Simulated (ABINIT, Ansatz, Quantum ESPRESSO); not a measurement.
## Code comparison for ZrNbCN (R3m, 4 atoms in the cell)

Self-consistent single point.

```xyz
4
Lattice="1.6027 0.9253 5.2653 -1.6027 0.9253 5.2653 0.0000 -1.8507 5.2653" Properties=species:S:1:pos:R:3 pbc="T T T"
Zr     0.0000     0.0000     3.9861
Nb     0.0000     0.0000    11.7960
C      0.0000     0.0000     0.0518
N      0.0000     0.0000     7.8599
```

Shared settings, as Ansatz (a program for electronic structure) writes them: kpoints.mp_grid.grid = 11 11 11; scf.occupations.method = fermi_dirac; scf.occupations.width = 0.1 eV. Potentials and cutoffs stand in the table.

| code | model | pressure (GPa) | largest force (eV/Å) | cutoff |
|---|---|---|---|---|
| Ansatz | LDA (PW92)+U, PAW files made with PBE | -8.09 | 0.241 | default |
| ABINIT | LDA (PW92)+U, PAW (JTH v2.0 LDA PAW) | -4.67 | 0.467 | 26 Ha |
| Quantum ESPRESSO | LDA (PZ)+U, GBRV 1.5 ultrasoft (LDA) pseudopotentials | -7.90 | 0.245 | 40 Ry |

Size of the force on each atom (eV/Å): Sizes of forces hide their directions.

```csv
code,Zr1,Nb2,C3,N4
Ansatz,0.008,0.230,0.019,0.241
ABINIT,0.053,0.467,0.139,0.275
Quantum ESPRESSO,0.008,0.230,0.007,0.245
```

Hubbard term: [{species: Nb, l: d, u_eff: 8.0}] eV.

On Ansatz's run: spin polarisation is off. The U value is a test value, and with U on an open shell several self-consistent states can exist.

The spread over the programs that give each value: pressure within 3.42 GPa; largest force within 0.226 eV/Å.

Ansatz's pressure is given at a fixed set of plane waves, as the other plane-wave codes print theirs; with its correction for the finite basis it is -7.86 GPa (the shift of 0.23 GPa shows how far the cutoff is from converged). The same LDA comes in different parametrisations, which differ slightly. The same U acts on different projectors in each program, which moves gaps, moments and pressures. In the pressure, ABINIT (by 3.23) lies more than 1 GPa from the median of the plane-wave programs. In the force vectors, ABINIT (by 0.237) lies more than 0.08 eV/Å from the median of the plane-wave programs.

The starting cell comes from a database of computed structures (which also holds hypothetical and non-ambient phases and stackings), without a prior relaxation at this level. Its lattice was rescaled by a random factor within 2.5 % of one.

Keys are those of Ansatz 0.2.
